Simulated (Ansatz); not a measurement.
## What pressure 1.5 GPa does to Nb5Si3

Consider Nb5Si3 (space group P6_3/mcm, No. 193; a = 7.5075 Å, c = 5.2235 Å).

One thing is altered: a hydrostatic pressure of 1.5 GPa.

Level of theory: Ansatz (a first-principles code) PBEsol, no SOC. Γ-centred 6×6×7 mesh, Fermi–Dirac width 0.05 eV.

```tsv
quantity	base	changed	shift
density	7.15 g/cm³	7.20 g/cm³	+0.05 g/cm³
lattice parameter a	7.508 Å	7.490 Å	-0.018 Å
c/a ratio	0.696	0.696	0.000
shortest interatomic distance	2.589 Å	2.584 Å	-0.005 Å
enthalpy H = E + PV relative to the base's energy	–	+0.15 eV/atom	–
band gap	zero	zero	–
```

Final structure:

```xyz
16
Lattice="7.4898 0.0000 0.0000 -3.7449 6.4864 0.0000 0.0000 0.0000 5.2095" Properties=species:S:1:pos:R:3 pbc="T T T"
Nb     5.6253     0.0000     3.9071
Nb     1.8646     0.0000     1.3024
Nb     2.8126     4.8716     1.3024
Nb     0.9323     1.6148     3.9071
Nb    -2.8126     4.8716     3.9071
Nb    -0.9323     1.6148     1.3024
Nb     3.7449     2.1621     2.6047
Nb     0.0000     4.3243     2.6047
Nb     0.0000     4.3243     0.0000
Nb     3.7449     2.1621     0.0000
Si     4.5404     0.0000     1.3024
Si     2.9494     0.0000     3.9071
Si     2.2702     3.9321     3.9071
Si     1.4747     2.5543     1.3024
Si    -2.2702     3.9321     1.3024
Si    -1.4747     2.5543     3.9071
```

Cost of the whole job for the changed cell (relaxation, final SCF and bands): around 2.2 core-minutes (rough).

Load acts through the strain it causes; cell and atoms are relaxed under it. Whether these cells are dynamically stable was not tested. The final runs are not spin-polarised.
